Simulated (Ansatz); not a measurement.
Effect of isotropic strain −0.50 % on CdSe

Base system: CdSe in the zinc blende structure (space group F-43m, No. 216; a = 6.1964 Å).

It is then changed as follows: the cell is scaled by 0.9950 in all directions; the atoms relax in the strained cell.

The values are results of PBE (Ansatz, a program for electronic structure, PAW, without spin-orbit coupling), not measurements. k-mesh 9×9×9 (Γ-centred); smearing 0.05 eV (Fermi–Dirac).

```json
[
 {"quantity": "space group", "base": "F-43m (No. 216)", "changed": "F-43m (No. 216)", "shift": "–"},
 {"quantity": "shortest interatomic distance", "base": "2.683 Å", "changed": "2.670 Å", "shift": "-0.013 Å"},
 {"quantity": "energy relative to the base (free energy F)", "base": "0 meV/atom", "changed": "+0.9 meV/atom", "shift": "+0.9 meV/atom"},
 {"quantity": "pressure", "base": "-0.01 GPa", "changed": "0.69 GPa", "shift": "+0.70 GPa"},
 {"quantity": "band gap", "base": "0.49 eV", "changed": "0.53 eV", "shift": "+0.031 eV"},
 {"quantity": "gap character", "base": "direct at Γ", "changed": "direct at Γ", "shift": "–"},
 {"quantity": "mean gap deformation potential ΔEg/Δln V", "base": "–", "changed": "-2.1 eV", "shift": "–"},
 {"quantity": "width of the top valence band", "base": "1.98 eV", "changed": "2.04 eV", "shift": "+0.06 eV"},
 {"quantity": "electron mass", "base": "0.052 mₑ (at Γ)", "changed": "0.054 mₑ (at Γ)", "shift": "–"},
 {"quantity": "hole mass (degenerate bands, along [100])", "base": "0.054, 0.73, 0.73 mₑ (at Γ)", "changed": "0.056, 0.71, 0.71 mₑ (at Γ)", "shift": "–"}
]
```

Cost of the whole job for the changed cell (relaxation, final SCF and bands): around 15 core-seconds (rough).

Effective masses come from finite differences of ±0.01 Å⁻¹. No phonon test of stability was made.
